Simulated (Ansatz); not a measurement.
System: B (model structure, started from the C4 type, I4₁32, No. 214, 4 atoms in the cell). Method: LDA in Ansatz (PAW).

Settings: plane-wave cutoff 520 eV, 10×10×10 k mesh, Fermi–Dirac smearing 0.01 eV, scalar-relativistic PAW data made under PBE.

Cell (relaxed at this level):

```xyz
4
Lattice="-2.2964 2.2964 2.2964 2.2964 -2.2964 2.2964 2.2964 2.2964 -2.2964" Properties=species:S:1:pos:R:3 pbc="T T T"
B      1.7223     0.5741    -0.5741
B      0.5741    -0.5741     1.7223
B     -0.5741     1.7223     0.5741
B      0.5741     0.5741     0.5741
```

Predict the band gap, direct gap at Γ and bulk modulus B0.


- band gap: 1.43 eV (on the SCF k mesh)
- direct gap at Γ: 3.13 eV
- bulk modulus B0: 115 GPa

Note: the bulk modulus is −V dP/dV from two relaxed cells at ±2 % in volume; the relaxation could raise the start's symmetry but not lower it, so the cell can be a saddle point.

Cost on a shared machine: around 21 core-seconds (rough).

A model structure was made by putting elements into a prototype or built by hand; it is no filed structure, need not be a known phase, and can be a saddle point held by its symmetry.

Ansatz is a program for electronic structure.
